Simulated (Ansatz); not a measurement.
# A constructed model of the (111) surface of fcc Al, a layer of Ga in place of the third plane (bottom of the slab: a bare face, its two planes held)

Computed with PBE (plane waves to 420 eV, PAW; Ansatz, a quantum-chemistry and plane-wave program).

Set-up: 6 atoms, 11.7 Å thick at the start with caps and adatoms (thin: gaps and levels are the slab's own); mesh 15x15x1; 0.1 eV smearing; dipole correction on; 2 atoms held, the rest relaxed; start symmetry kept, larger cells not searched; no spin, no spin-orbit, no U. In PBE it lies 0.03 eV a 1x1 cell over the lowest computed structure of the same composition (a layer of Ga in place of the second plane).

| Quantity | Result |
|---|---|
| work function of the top face | 3.99 eV |
| energy released by relaxation | 0.009 eV |
| cost | around 50 core-seconds (rough) |
